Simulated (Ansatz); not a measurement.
The reference is Pd in the simple cubic structure (space group Pm-3m, No. 221; a = 2.6153 Å; a hypothetical phase, not in the database extracts checked; relaxed with 0.1 eV smearing). Axes: x, y, z lie along the cube axes.

The values are results of PBE/PAW in Ansatz (a quantum-chemistry and plane-wave program), spin-orbit coupling left out, not measurements.

A first run, uniaxial strain ε_xx = +1.41 %, gives secant values C11 ≈ 270 GPa and C12 ≈ 29 GPa from its stress. A second run applies uniaxial stress, 5 GPa tension along x.

Question: What does linear elasticity predict for Young's modulus in the second run, and what does the run give?

Answer: Linear elasticity: (C11 − C12)(C11 + 2 C12)/(C11 + C12) = 260 GPa. The run gives 260 GPa; any difference comes from nonlinear terms at these strains and numerical noise.

Stability under load was not tested beyond the relaxation. The final runs are not spin-polarised.
